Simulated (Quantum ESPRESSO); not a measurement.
**Habitual settings against a tight run: Mg3Zr (Pm-3m, 4 atoms in the cell)**

Self-consistent single point.

```yaml
crystal:
  lattice:
    - [4.47553, 0.00000, 0.00000]
    - [0.00000, 4.47553, 0.00000]
    - [0.00000, 0.00000, 4.47553]
  atoms:
    - { symbol: Mg, position: [0.50000, 0.50000, 0.00000] }
    - { symbol: Mg, position: [0.00000, 0.50000, 0.50000] }
    - { symbol: Mg, position: [0.50000, 0.00000, 0.50000] }
    - { symbol: Zr, position: [0.00000, 0.00000, 0.00000] }
```

Computed with PBEsol, PseudoDojo standard norm-conserving (PBESOL) pseudopotentials (plane waves; Quantum ESPRESSO).

Base settings: ecutwfc = 85 Ry; occupations = smearing; smearing = fermi-dirac; degauss = 0.0073499 Ry; potentials = {Mg: Mg.upf, Zr: Zr.upf}; K_POINTS = automatic 5 5 5 0 0 0; conv_thr = 1e-10 Ry.

Tight run (finer mesh or higher cutoff; not a proven limit): ecutwfc: 85 Ry → 119 Ry; conv_thr: 1e-10 Ry → 7.3e-11 Ry; K_POINTS: automatic 5 5 5 0 0 0 → automatic 7 7 7 0 0 0. It gave Fermi level (on the code's own zero) 7.51 eV; pressure -1.89 GPa.

Quick runs, as changes from the base:
- A: the base itself
- B: ecutwfc: 85 Ry → 51 Ry; K_POINTS: automatic 5 5 5 0 0 0 → automatic 3 3 3 0 0 0
- C: ecutwfc: 85 Ry → 51 Ry; K_POINTS: automatic 5 5 5 0 0 0 → automatic 1 1 1 0 0 0
- D: ecutwfc: 85 Ry → 42 Ry; degauss: 0.0073499 Ry → 0.019992 Ry; K_POINTS: automatic 5 5 5 0 0 0 → automatic 4 4 4 0 0 0

Energies are extrapolated to zero smearing width, which holds to low order in the width alone (under cold and Methfessel-Paxton smearing the free energy itself is taken).

The count of work is k-points × plane waves × bands × iterations; it is no time. 

The starting cell comes from a database of computed structures (which also holds hypothetical and non-ambient phases and stackings), without a prior relaxation at this level. Its lattice was rescaled by a random factor within 2.5 % of one.

```tsv
run	energy less tight (meV/atom)	pressure less tight (GPa)	count of work / tight
A	5.7	0.01	0.31
B	2263.1	-94.17	0.063
C	3566.3	-86.50	0.063
D	9128.1	-256.23	0.11
```

Among the runs at the tight run's level, the energy misses run from 5.7 to 9128.1 meV/atom.

Left out of this page: 2 runs of the series outside the window shown, repeating another row's setting, or not comparable.
